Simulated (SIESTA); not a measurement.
SIESTA run on LaAu (Cmcm, 4 atoms in the cell): self-consistent single point

Method of the run: GGA PBEsol, numerical atomic orbitals TZP, PseudoDojo PBEsol standard norm-conserving potentials (rewritten from UPF to PSML) in SIESTA.

Input:

```
# files in the folder: La.psml Au.psml (PseudoDojo PBEsol standard)
SystemName  LaAu
SystemLabel laau

NumberOfAtoms                4
NumberOfSpecies              2
%block ChemicalSpeciesLabel
  1 57 La
  2 79 Au
%endblock ChemicalSpeciesLabel
LatticeConstant              1.0 Bohr
%block LatticeVectors
     3.727634069  -10.793216114    0.000000000
     3.727634069   10.793216114    0.000000000
     0.000000000    0.000000000    8.949412224
%endblock LatticeVectors
AtomicCoordinatesFormat      Ang
%block AtomicCoordinatesAndAtomicSpecies
     1.972579000   -4.169184059    3.551868750  1
     1.972579000    4.169184059    1.183956250  1
     1.972579000   -0.993805176    3.551868750  2
     1.972579000    0.993805176    1.183956250  2
%endblock AtomicCoordinatesAndAtomicSpecies

XC.functional                GGA
XC.authors                   PBEsol
PAO.BasisSize                TZP
PAO.EnergyShift              0.005 Ry
MeshCutoff                   400 Ry
%block kgrid.MonkhorstPack
    6   0   0  0.0
    0   6   0  0.0
    0   0   5  0.0
%endblock kgrid.MonkhorstPack
OccupationFunction           FD
ElectronicTemperature        100.0 meV

MaxSCFIterations             150
SCF.Mixer.Method             Pulay
SCF.Mixer.Weight             0.2
SCF.Mixer.History            8
SCF.DM.Tolerance             1.0E-04
Diag.ParallelOverK           true
WriteForces                  true
```

The program printed (abridged):

```
reinit: Reading from file input.fdf

reinit: System Name: LaAu
reinit: System Label: laau

coor:   Atomic-coordinates input format  =     Cartesian coordinates
coor:                                          (in Angstroms)

siesta: Atomic coordinates (Bohr) and species
siesta:      3.72763  -7.87862   6.71206  1        1
siesta:      3.72763   7.87862   2.23735  1        2
siesta:      3.72763  -1.87802   6.71206  2        3
siesta:      3.72763   1.87802   2.23735  2        4

siesta: System type = bulk

initatomlists: Number of atoms, orbitals, and projectors:      4   100   114

siesta: ******************** Simulation parameters ****************************
redata: Spin configuration                          = none
redata: Time-Reversal Symmetry                      = T
redata: Number of Atomic Species                    =        2
redata: Mesh Cutoff                                 =   400.0000 Ry
redata: Net charge of the system                    =     0.0000 |e|
redata: Min. number of SCF Iter                     =        0
redata: Max. number of SCF Iter                     =      150
redata: SCF convergence failure will abort job
redata: SCF mix quantity                            = Hamiltonian
redata: Mix DM or H after convergence               =   F
redata: Recompute H after scf cycle                 =   F
redata: Mix DM in first SCF step                    =   T
redata: No kicks to SCF
redata: DM Mixing Weight for Kicks                  =     0.5000
redata: Require Harris convergence for SCF          =   F
redata: Harris energy tolerance for SCF             =     0.000100 eV
redata: Require DM convergence for SCF              =   T
redata: DM tolerance for SCF                        =     0.000100
redata: Require EDM convergence for SCF             =   F
redata: EDM tolerance for SCF                       =     0.001000 eV
redata: Require H convergence for SCF               =   T
redata: Hamiltonian tolerance for SCF               =     0.001000 eV
redata: Require (free) Energy convergence for SCF   =   F
redata: (free) Energy tolerance for SCF             =     0.000100 eV
redata: Using DFT-D3 dispersion                     =   F
redata: Using Saved Data (generic)                  =   F
redata: Method of Calculation                       = Diagonalization
redata: Electronic Temperature                      =  1160.4518 K
redata: Number of TDED substeps                     =        3
redata: Dynamics option                             = Single-point calculation
redata: Save all siesta data in one NC              =   F
redata: ***********************************************************************

%block SCF.Mixers
  Pulay
%endblock SCF.Mixers

%block SCF.Mixer.Pulay
  # Mixing method
  method pulay
  variant stable

  # Mixing options
  weight 0.2000
  weight.linear 0.2000
  history 8
%endblock SCF.Mixer.Pulay

DM_history_depth set to one: no extrapolation allowed by default for geometry relaxation
Size of DM history Fstack: 1
Total number of electrons:    60.000000
Total ionic charge:    60.000000

* ProcessorY, Blocksize:    1  64

* Orbital distribution balance (max,min):   100   100

k-point displ. along   1 input, could be:     0.00    0.50
k-point displ. along   2 input, could be:     0.00    0.50
 Kpoints in:          108 . Kpoints trimmed:           96

siesta: k-grid: Number of k-points = 96
siesta: k-points from Monkhorst-Pack grid
siesta: k-cutoff (effective) =    11.835 Ang
siesta: k-point supercell and displacements
siesta: k-grid:     6     0     0      0.000
siesta: k-grid:     0     6     0      0.000
siesta: k-grid:     0     0     5      0.000

diag: Algorithm                                     = D&C
diag: Parallel over k                               =   F
diag: Use parallel 2D distribution                  =   F
diag: Parallel block-size                           = 64
diag: Parallel distribution                         =     1 x     1
diag: Used triangular part                          = Lower
diag: Absolute tolerance                            =  0.100E-15
diag: Orthogonalization factor                      =  0.100E-05
diag: Memory factor                                 =  1.0000

superc: Internal auxiliary supercell:     7 x     7 x     5  =     245
superc: Number of atoms, orbitals, and projectors:    980  24500  27930

                        Single-point calculation

superc: Internal auxiliary supercell:     7 x     7 x     5  =     245
superc: Number of atoms, orbitals, and projectors:    980  24500  27930

outcell: Unit cell vectors (Ang):
        1.972579   -5.711524    0.000000
        1.972579    5.711524    0.000000
        0.000000    0.000000    4.735825

outcell: Cell vector modules (Ang)   :    6.042564    6.042564    4.735825
outcell: Cell angles (23,13,12) (deg):     90.0000     90.0000    141.8934
outcell: Cell volume (Ang**3)        :    106.7117
new_DM -- step:     1
Initializing Density Matrix...

Attempting to read DM from file... Failed...
DM filled with atomic data:

InitMesh: MESH = 72 x 72 x 96 = 497664
InitMesh: Mesh cutoff (required, used) =   400.000   439.201 Ry

stepf: Fermi-Dirac step function

        iscf     Eharris(eV)        E_KS(eV)     FreeEng(eV)     dDmax    Ef(eV) dHmax(eV)
   scf:    1    -9774.295488    -9890.036420    -9890.132145  1.949222 -3.700389 28.790625
   scf:    2    -9940.481494    -9933.815542    -9933.896129  0.616987 -4.097645  1.908529
   scf:    3    -9934.605663    -9934.276045    -9934.359595  0.074002 -4.140809  1.224891
   scf:    4    -9934.503088    -9934.418608    -9934.507025  0.063211 -4.204668  0.505074
   scf:    5    -9934.451839    -9934.442020    -9934.533403  0.039767 -4.259169  0.148901
   scf:    6    -9934.443184    -9934.443037    -9934.534643  0.004107 -4.261158  0.005530
   scf:    7    -9934.442467    -9934.442834    -9934.534469  0.002779 -4.263877  0.061882
   scf:    8    -9934.443137    -9934.443100    -9934.534649  0.001872 -4.264322  0.016868
   scf:    9    -9934.443114    -9934.443112    -9934.534663  0.000460 -4.264639  0.001556
   scf:   10    -9934.443107    -9934.443110    -9934.534664  0.000042 -4.264638  0.000311

SCF Convergence by DM+H criterion
max |DM_out - DM_in|         :     0.0000422901
max |H_out - H_in|      (eV) :     0.0003106502
SCF cycle converged after 10 iterations

Using DM_out to compute the final energy and forces

siesta: E_KS(eV) =            -9934.4431

siesta: E_KS - E_eggbox =     -9934.4431

siesta: Atomic forces (eV/Ang):
     1   -0.000000    0.225793    0.000000
     2   -0.000000   -0.225793    0.000000
     3    0.000000    0.204342   -0.000000
     4    0.000000   -0.204342   -0.000000
   Tot    0.000000    0.000000    0.000000
   Max    0.225793
   Res    0.124324    sqrt( Sum f_i^2 / 3N )
   Max    0.225793    constrained

Stress tensor Voigt[x,y,z,yz,xz,xy] (kbar):       -4.07       -3.85       -7.11       -0.00       -0.00       -0.00
(Free)E + p*V (eV/cell)    -9934.2009
Target enthalpy (eV/cell)    -9934.5347

siesta: Program's energy decomposition (eV):
siesta: Ebs     =     -1830.880825
siesta: Eions   =     12929.152398
siesta: Ena     =      1626.008767
siesta: Ekin    =      2734.113175
siesta: Enl     =       354.531200
siesta: Eso     =         0.000000
siesta: Edftu   =         0.000000
siesta: DEna    =        94.307065
siesta: DUscf   =         3.316042
siesta: DUext   =         0.000000
siesta: Ex      =     -1688.472825
siesta: Ec      =      -129.094135
siesta: Exc     =     -1817.566960
siesta: Eharris =     -9934.443107
siesta: Etot    =     -9934.443110
siesta: FreeEng =     -9934.534664

siesta: Atomic forces (eV/Ang):
siesta:      1   -0.000000    0.225793    0.000000
siesta:      2   -0.000000   -0.225793    0.000000
siesta:      3    0.000000    0.204342   -0.000000
siesta:      4    0.000000   -0.204342   -0.000000
siesta: ----------------------------------------
siesta:    Tot    0.000000    0.000000    0.000000

siesta: Stress tensor (static) (eV/Ang**3):
siesta:    -0.002540   -0.000000   -0.000000
siesta:    -0.000000   -0.002404   -0.000000
siesta:    -0.000000   -0.000000   -0.004439

siesta: Cell volume =        106.711703 Ang**3

siesta: Pressure (static):
siesta:                Solid            Molecule  Units
siesta:           0.00003406          0.00011194  Ry/Bohr**3
siesta:           0.00312769          0.01027748  eV/Ang**3
siesta:           5.01111177         16.46634555  kBar
```

The run converged in 10 iterations.

The starting cell comes from a database of computed structures (which also holds hypothetical and non-ambient phases and stackings), without a prior relaxation at this level. Its lattice was rescaled by a random factor within 2.5 % of one. Values carry the incompleteness of an atom-centred basis.

Cost on one core of a shared machine: roughly 6 min.
